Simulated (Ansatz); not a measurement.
## Response to strain in TiC

The reference is TiC in the rock salt structure (space group Fm-3m, No. 225; a = 4.2609 Å; relaxed with 0.1 eV smearing).

Strains are applied to the cell and any free atomic positions relax.

The values are results of DFT with LDA, PAW potentials and a 420 eV plane-wave cutoff in Ansatz (a program for electronic structure), no SOC, not measurements.

Notes on the quantities. energy relative to the base: free energy F.

| isotropic strain (%) | energy relative to the base (meV/atom) |
|---|---|
| -2.5 | 51.6 |
| -2 | 32.5 |
| -1.5 | 18.0 |
| 0 | 0.0 |
| 0.5 | 1.9 |
| 1 | 7.4 |
| 2 | ? |
| 2.5 | 44.4 |
| 3 | 63.0 |

### Question
Fit ΔE = Aε² + Bε³ (ε in %) to the rows shown and predict the withheld row.

### Answer
Least squares on the printed values gives A = 7.68 and B = -0.23 meV/atom (largest residual 0.1 meV/atom); this predicts 28.9 meV/atom, and the run gives 28.9 meV/atom, in agreement.

No phonon test of stability was made. All final runs are without spin polarisation.
